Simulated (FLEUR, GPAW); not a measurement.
A FLEUR input for a self-consistent single point of Zr2Sb3Pd (P-4m2, 6 atoms in the cell) (DFT, PBEsol, all-electron FLAPW (FLEUR), scalar-relativistic valence):

Input of the input generator:

```
Zr2Sb3Pd FLAPW
&input film=f /
3.9612600000 0.0000000000 0.0000000000
0.0000000000 3.9612600000 0.0000000000
0.0000000000 0.0000000000 8.7389200000
1.8897261246
1.0 1.0 1.0

6
40 0.5000000000 0.0000000000 0.7391900000
40 -0.0000000000 0.5000000000 0.2608100000
51 0.5000000000 0.0000000000 0.3837700000
51 -0.0000000000 0.5000000000 0.6162300000
51 -0.0000000000 0.0000000000 0.0000000000
46 0.5000000000 0.5000000000 0.0000000000

&comp jspins=1 /
&exco xctyp='PBEs' /
&kpt div1=7 div2=7 div3=3 /
&end /
```

```xml
<?xml version="1.0" encoding="UTF-8" standalone="no"?>
<fleurInput fleurInputVersion="0.39">
   <comment>
      Zr2Sb3Pd FLAPW                                                                                      
   </comment>
   <calculationSetup>
      <cutoffs Kmax="4.1" Gmax="14.3" GmaxXC="14.3" numbands="0"/>
      <scfLoop itmax="100" minDistance="0.00001" maxIterBroyd="40" imix="Anderson" alpha="0.05" precondParam="0.0" spinf="2.0"/>
      <coreElectrons ctail="T" frcor="F" kcrel="0" coretail_lmax="0"/>
      <xcFunctional name="PBEs" relativisticCorrections="F"/>
      <magnetism jspins="1"/>
      <soc l_soc="F" theta="0.0" phi="0.0" spav="F"/>
      <expertModes spex="0" secvar="F"/>
      <geometryOptimization l_f="T" forcealpha="1.0" forcemix="BFGS" epsdisp="0.00001" epsforce="0.00001"/>
      <ldaU l_linMix="F" mixParam="0.05" spinf="1.0"/>
   </calculationSetup>
   <cell>
      <bzIntegration valenceElectrons="85.0" mode="gauss" fermiSmearingEnergy="0.00499791">
         <kPointListSelection listName="default-1"/>
         <!-- k-points included here -->
         <xi:include xmlns:xi="http://www.w3.org/2001/XInclude" href="kpts.xml"> </xi:include>
      </bzIntegration>
      <!-- symmetry operations included here -->
      <xi:include xmlns:xi="http://www.w3.org/2001/XInclude" href="sym.xml"> </xi:include>
      <bulkLattice scale="1.0">
         <bravaisMatrix>
            <row-1>    7.4856965083329952     0.0000000000000000     0.0000000000000000</row-1>
            <row-2>    0.0000000000000000     7.4856965083329952     0.0000000000000000</row-2>
            <row-3>    0.0000000000000000     0.0000000000000000    16.5141654247894323</row-3>
         </bravaisMatrix>
      </bulkLattice>
   </cell>
   <atomSpecies>
      <species name="Zirconium (Zr)" element="Zr" atomicNumber="40">
         <mtSphere radius="2.63" gridPoints="925" logIncrement="0.014"/>
         <atomicCutoffs lmax="10" lnonsphr="8"/>
         <electronConfig flipSpins="F">
            <coreConfig>(1s1/2) (2s1/2) (2p1/2) (2p3/2) (3s1/2) (3p1/2) (3p3/2) (3d3/2) (3d5/2)</coreConfig>
            <valenceConfig>(4s1/2) (4p1/2) (4p3/2) (5s1/2) (4d3/2) (4d5/2)</valenceConfig>
            <stateOccupation state="(4d3/2)" spinUp="0.4" spinDown="0.4"/>
            <stateOccupation state="(4d5/2)" spinUp="0.6" spinDown="0.6"/>
         </electronConfig>
         <energyParameters s="5" p="5" d="4" f="4"/>
         <lo type="SCLO" l="0" n="4" eDeriv="0"/>
         <lo type="SCLO" l="1" n="4" eDeriv="0"/>
      </species>
      <species name="Antimony (Sb)" element="Sb" atomicNumber="51">
         <mtSphere radius="2.42" gridPoints="853" logIncrement="0.015"/>
         <atomicCutoffs lmax="10" lnonsphr="8"/>
         <electronConfig flipSpins="F">
            <coreConfig>(1s1/2) (2s1/2) (2p1/2) (2p3/2) (3s1/2) (3p1/2) (3p3/2) (4s1/2) (3d3/2) (3d5/2) (4p1/2) (4p3/2)</coreConfig>
            <valenceConfig>(5s1/2) (4d3/2) (4d5/2) (5p1/2) (5p3/2)</valenceConfig>
            <stateOccupation state="(5p1/2)" spinUp="0.5" spinDown="0.5"/>
            <stateOccupation state="(5p3/2)" spinUp="1.0" spinDown="1.0"/>
         </electronConfig>
         <energyParameters s="5" p="5" d="5" f="4"/>
         <lo type="SCLO" l="2" n="4" eDeriv="0"/>
      </species>
      <species name="Palladium (Pd)" element="Pd" atomicNumber="46">
         <mtSphere radius="2.42" gridPoints="853" logIncrement="0.015"/>
         <atomicCutoffs lmax="10" lnonsphr="8"/>
         <electronConfig flipSpins="F">
            <coreConfig>(1s1/2) (2s1/2) (2p1/2) (2p3/2) (3s1/2) (3p1/2) (3p3/2) (4s1/2) (3d3/2) (3d5/2)</coreConfig>
            <valenceConfig>(4p1/2) (4p3/2) (5s1/2) (4d3/2) (4d5/2)</valenceConfig>
            <stateOccupation state="(5s1/2)" spinUp="0.5" spinDown="0.5"/>
            <stateOccupation state="(4d3/2)" spinUp="1.8" spinDown="1.8"/>
            <stateOccupation state="(4d5/2)" spinUp="2.7" spinDown="2.7"/>
         </electronConfig>
         <energyParameters s="5" p="5" d="4" f="4"/>
         <lo type="SCLO" l="1" n="4" eDeriv="0"/>
      </species>
   </atomSpecies>
   <atomGroups>
      <atomGroup species="Zirconium (Zr)">
         <relPos label="                   1">1.000/2.000 .0000000000 -.2608100000</relPos>
         <relPos label="                   2">.0000000000 1.000/2.000 .2608100000</relPos>
         <force calculate="T" relaxXYZ="TTT"/>
      </atomGroup>
      <atomGroup species="Antimony (Sb)">
         <relPos label="                   3">1.000/2.000 .0000000000 .3837700000</relPos>
         <relPos label="                   4">.0000000000 1.000/2.000 -.3837700000</relPos>
         <force calculate="T" relaxXYZ="TTT"/>
      </atomGroup>
      <atomGroup species="Antimony (Sb)">
         <relPos label="                   5">.0000000000 .0000000000 .0000000000</relPos>
         <force calculate="T" relaxXYZ="TTT"/>
      </atomGroup>
      <atomGroup species="Palladium (Pd)">
         <relPos label="                   6">1.000/2.000 1.000/2.000 .0000000000</relPos>
         <force calculate="T" relaxXYZ="TTT"/>
      </atomGroup>
   </atomGroups>
   <output dos="F" band="F" slice="F">
      <checks vchk="F" cdinf="F"/>
      <bandDOS minEnergy="-.5*Htr" maxEnergy="0.5*Htr" sigma="0.015" storeEVData="T"/>
      <vacuumDOS vacdos="F" integ="F" star="F" nstars="0" locx1="0.0" locy1="0.0" locx2="0.0" locy2="0.0" nstm="0" tworkf="0.0"/>
      <unfoldingBand unfoldBand="F" supercellX="1" supercellY="1" supercellZ="1"/>
      <plotting iplot="0" polar="F">
         <plot TwoD="T" vec1="  1.0  0.0  0.0" vec2="  0.0  1.0  0.0" vec3="  0.0  0.0  1.0" zero="  0.0  0.0  0.0" file="plot"/>
      </plotting>
      <chargeDensitySlicing numkpt="0" minEigenval="0.0" maxEigenval="0.0" nnne="0" pallst="F"/>
      <specialOutput eonly="F"/>
      <magneticCircularDichroism mcd="F" energyLo="-10.0" energyUp="0.0"/>
   </output>
  <!-- We include the file relax.xml here to enable relaxations (see documentation) -->
  <xi:include xmlns:xi="http://www.w3.org/2001/XInclude" href="relax.xml"> <xi:fallback/> </xi:include>
</fleurInput>
```

### Question
Give the GPAW input for the same structure, mesh, smearing and functional.

### Answer
This is the input that was run; spellings and numerical settings could be chosen otherwise.

```python
from ase import Atoms
from ase.units import GPa
from gpaw import GPAW, PW

atoms = Atoms(['Zr', 'Zr', 'Sb', 'Sb', 'Sb', 'Pd'],
              cell=[[3.961260, 0.000000, 0.000000],
                    [0.000000, 3.961260, 0.000000],
                    [0.000000, 0.000000, 8.738920]],
              scaled_positions=[[0.500000, 0.000000, 0.739190],
                                [0.000000, 0.500000, 0.260810],
                                [0.500000, 0.000000, 0.383770],
                                [0.000000, 0.500000, 0.616230],
                                [0.000000, 0.000000, 0.000000],
                                [0.500000, 0.500000, 0.000000]],
              pbc=True)

calc = GPAW(mode=PW(550),
            xc='PBEsol',
            kpts=(7, 7, 3),
            occupations={'name': 'methfessel-paxton', 'width': 0.136, 'order': 0},
            nbands=-14,
            convergence={'density': 1e-05, 'energy': 1e-05},
            symmetry={'symmorphic': False, 'tolerance': 0.0005},
            maxiter=150)

atoms.calc = calc

energy = atoms.get_potential_energy()
print('Energy (eV):', round(energy, 6))
forces = atoms.get_forces()
print('Forces (eV/Ang):')
print(forces.round(5))
stress = atoms.get_stress()
print('Stress (GPa, Voigt):', (stress / GPa).round(4))
```

Basis settings and potentials, where a program has them, do not carry over. This input uses DFT PBEsol, plane waves, GPAW PAW datasets PBEsol (made by gpaw-setup).

The starting cell comes from a database of computed structures (which also holds hypothetical and non-ambient phases and stackings), without a prior relaxation at this level.
